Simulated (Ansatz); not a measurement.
# TiB2 under a change: uniaxial strain ε_zz = −1.00 %

The parent structure is TiB2 (space group P6/mmm, No. 191; a = 3.0174 Å, c = 3.1851 Å). Axes: x lies along a and z along c of the hexagonal cell.

Perturbation: uniaxial strain ε_zz = −1.00 %, all other strain components held at zero, atoms relaxed at fixed cell.

Calculations: Ansatz (an electronic-structure program), PBEsol, PAW, cutoff 420 eV, no SOC. k-mesh 13×13×10 (Γ-centred); smearing 0.05 eV (Fermi–Dirac).

The volume per atom shrinks by 0.08 Å³ to 8.29 Å³ and the space group stays P6/mmm (No. 191). The shortest interatomic distance remains 1.742 Å and the energy rises by 1.2 meV/atom. The band gap remains zero and the stress (xx, yy, zz, yz, xz, xy; compression positive) amounts to (1.2, 1.2, 4.8, 0.0, 0.0, 0.0) GPa (rough).

Final structure:

```
TiB2
1.0
    3.01738     0.00000     0.00000
   -1.50869     2.61313     0.00000
    0.00000     0.00000     3.15322
Ti B
1 2
Cartesian
  0.00000   0.00000   0.00000
  1.50869   0.87104   1.57661
  0.00000   1.74209   1.57661
```

The mesh was chosen for an insulator and is coarse for the gapless case. Without a gap, meshes like the base's 13×13×10 leave anisotropic stresses uncertain by several tenths of a GPa, and small strain energies with them. Stability against distortions was not tested. All final runs are without spin polarisation.
